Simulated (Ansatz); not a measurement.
The parent structure is BeS in the zinc blende structure (space group F-43m, No. 216).

```yaml
crystal:
  lattice:
    - [0.00000, 2.43415, 2.43415]
    - [2.43415, 0.00000, 2.43415]
    - [2.43415, 2.43415, 0.00000]
  atoms:
    - { symbol: S, position: [0.75000, 0.75000, 0.75000] }
    - { symbol: Be, position: [0.00000, 0.00000, 0.00000] }
```

Cartesian axes are those of the cell as printed.

Method: r2SCAN in Ansatz (plane waves to 500 eV, PAW, scalar-relativistic without spin-orbit coupling), earlier PAW set.

Strains are applied to the cell and any free atomic positions relax; under biaxial strain the out-of-plane vector relaxes too; under stress the whole cell relaxes.

One change was made to it. Results:

The shortest interatomic distance falls by 0.034 bohr, from 3.984 bohr to 3.950 bohr; the valence-band top at Γ (three highest levels, from the VBM) becomes 0.00, -0.14, -0.14 eV (base: 0.00, 0.00, 0.00 eV).

Q: Name the change that was made.
A. uniaxial strain ε_yy = −2.55 %
B. uniaxial strain ε_xx = −1.09 %
C. uniaxial stress, 8 GPa tension along z
D. uniaxial stress, 3 GPa compression along x
E. biaxial strain −4.70 %, plane normal [001], relaxed out of plane

A: A, uniaxial strain ε_yy = −2.55 %. For comparison, the valence-band top at Γ in the other runs: uniaxial stress, 8 GPa tension along z gives 0.00, 0.00, -0.44 eV; uniaxial strain ε_xx = −1.09 % gives 0.00, -0.06, -0.06 eV; biaxial strain −4.70 %, plane normal [001], relaxed out of plane gives 0.00, 0.00, -0.56 eV; uniaxial stress, 3 GPa compression along x gives 0.00, -0.16, -0.16 eV.

The levels and masses belong to the bands next to the band gap. Beyond what the load breaks, stability against distortions was not tested.

Ansatz is an electronic-structure program.
